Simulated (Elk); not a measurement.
Input and output of a self-consistent single point for CuNi₃N (Pm-3m, 5 atoms in the cell) (Elk).

Method of the run: Elk with LDA (PW92), all-electron FP-LAPW, Elk's shipped species files, APW+lo basis with extra local orbitals.

The change in words: lattice scaled by 0.98. Reference geometry:
```
CuNi3N
1.0
    3.70213     0.00000     0.00000
    0.00000     3.70213     0.00000
    0.00000     0.00000     3.70213
Cu Ni N
1 3 1
Direct
  0.00000   0.00000   0.00000
  0.00000   0.50000   0.50000
  0.50000   0.00000   0.50000
  0.50000   0.50000   0.00000
  0.50000   0.50000   0.50000
```
Moments meant for the start (each program seeds them in its own way; μB, in the order of the atoms Cu Ni Ni Ni N): 0.0 2.0 2.0 2.0 0.0.

Reference input (self-consistent single point, DFT, LDA (PW92), all-electron FP-LAPW, Elk's shipped species files, APW+lo basis with extra local orbitals): xctype = 3; spinpol = true; rgkmax = 8; stype = 3; swidth = 0.00367493 Ha; ngridk = 9 9 9; reducebf = 0.5; gmaxvr = 16 1/bohr; nxlo = 2; lorbcnd = true; lmaxi = 2; nempty = 8 per atom. This run's input differs from it in these lines:

```diff
@@ -40,5 +40,5 @@
 avec
-    3.7021300000    0.0000000000    0.0000000000
-    0.0000000000    3.7021300000    0.0000000000
-    0.0000000000    0.0000000000    3.7021300000
+    3.6280870000    0.0000000000    0.0000000000
+    0.0000000000    3.6280870000    0.0000000000
+    0.0000000000    0.0000000000    3.6280870000
```

Output (repeated stretches shortened):

```
│ Self-consistent loop started │
│ Loop number : 1 │
 total energy                :     -6257.18627719
 total moment                :    1.991968396
│ Loop number : 2 │
 total energy                :     -6259.84520984
 total moment                :    1.950622551
RMS change in Kohn-Sham potential (target) :    1.143273665     (  0.1000000000E-05)
Absolute change in total energy (target)   :    2.658932647     (  0.1000000000E-03)
│ Loop number : 3 │
 total energy                :     -6262.76976120
 total moment                :    1.927124179
RMS change in Kohn-Sham potential (target) :   0.7153386054     (  0.1000000000E-05)
   [... lines left out ...]
│ Loop number : 22 │
 total energy                :     -6262.09056938
 total moment                :  -0.5060433163E-05
RMS change in Kohn-Sham potential (target) :   0.1193919522E-05 (  0.1000000000E-05)
Absolute change in total energy (target)   :   0.6862530608E-04 (  0.1000000000E-03)
│ Loop number : 23 │
 total energy                :     -6262.09062041
 total moment                :   0.1461287550E-05
RMS change in Kohn-Sham potential (target) :   0.3542409579E-06 (  0.1000000000E-05)
Absolute change in total energy (target)   :   0.6818970724E-04 (  0.1000000000E-03)
Convergence targets achieved

│ Loop number : 24 │

Energies :
 Fermi                       :     0.362443810261
 xc effective B-field        :    -0.565785115001E-10
 external B-field            :      0.00000000000
 total energy                :     -6262.09059092
 (external B-field energy excluded from total)

Density of states at Fermi energy :    124.1132373
 (states/Hartree/unit cell)

Estimated indirect band gap :   0.1713061256E-02
 from k-point     30 to k-point     19
Estimated direct band gap   :   0.7378121020E-02
 at k-point     15

Charges :
 core                        :    50.00000000
 valence                     :    70.00000000
 interstitial                :    7.200028975
 muffin-tins (core leakage)
  species :    1 (Cu)
   atom    1                 :    28.35502920     (  0.1701467460E-03)
  species :    2 (Ni)
   [... lines left out ...]
  species :    1 (Cu)
   atom    1                 :   0.5665050892E-05
  species :    2 (Ni)
   atom    1                 :  -0.2936568495E-04
   atom    2                 :  -0.2936568495E-04
   atom    3                 :  -0.2936568495E-04
  species :    3 (N)
   atom    1                 :   0.6685364280E-06
 total in muffin-tins        :  -0.8176346755E-04
 total moment                :  -0.8112794393E-04

│ Self-consistent loop stopped │
```

The run converged in 24 iterations. The count includes the last loop, which Elk runs after its targets are met. 

The starting cell comes from a database of computed structures (which also holds hypothetical and non-ambient phases and stackings), without a prior relaxation at this level. For this run, on top of that: lattice scaled by 0.98. The starting moments vanished: the run ended non-magnetic, which need not be the lowest state. Values depend on the basis (sphere radii, cutoffs, local orbitals), which need not be converged. The log's line on a gap gives a spacing of levels on this mesh, which the program prints for metals too.

Cost on one core of a shared machine: roughly 4 min.
